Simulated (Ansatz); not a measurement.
The starting structures come from a database of crystals and need not be the phases stable at ambient conditions.

The decay constant κ of evanescent states in the gap governs leakage through a thin film.

Input:

```xyz
12
Lattice="7.0789 0.0000 0.0000 1.9847 6.7949 0.0000 2.5471 -3.3975 4.2462" Properties=species:S:1:pos:R:3 pbc="T T T"
K      2.2659     1.6987     0.0000
K      6.7977     5.0962     0.0000
Au     1.2735    -1.6987     2.1231
Au     5.8053     1.6987     2.1231
F      2.1711     4.2812     0.7379
F      9.4396    -0.8837     3.5083
F      5.5491    -0.2246     2.1231
F      6.0616     3.6221     2.1231
F      7.2652    -2.5138     3.5083
F      4.3454     5.9113     0.7379
F      3.8872     1.9920     2.1231
F      7.7234     1.4055     2.1231
```

Space group of this cell: I4/mcm. The cell is taken as given.

Transport runs along the normal of the first two printed cell vectors, the (110) plane of the conventional cell.

The gap is the functional's own, uncorrected, and κ follows it; spin-orbit coupling is left out. Mid-gap values are interpolated between the computed energies.

Q: Give the band gap and the smallest decay constant κ at mid-gap that PBEsol (Ansatz, an electronic-structure program) yields.

A: Gap 2.37 eV on a 8×8×8 mesh; κ = 0.621 1/Å, at the zone centre.
